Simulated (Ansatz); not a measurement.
The cell is built on a prototype and need not be the phase stable at ambient conditions.

By PBEsol, the system below comes out a metal.

Given:

```
Ir3Sc
1.0
    3.91497     0.00000     0.00000
    0.00000     3.91497     0.00000
    1.95749    -1.95749     3.90737
Ir Sc
3 1
Direct
  0.50000   0.50000   0.00000
  0.25000   0.25000   0.50000
  0.75000   0.75000   0.50000
  0.00000   0.00000   0.00000
```

Space group of this cell: I4/mmm. The cell was relaxed by PBE-D3(BJ); by PBEsol its mean pressure is -1.6 GPa.

The current flows along the normal of the first two printed cell vectors. No spin-orbit coupling; the value is a mean over 0.1 eV about the Fermi level.

State the ballistic conductance per area according to Ansatz (a program for electronic structure) with PBEsol.

0.70 × 10¹⁵ S/m² for both spins.
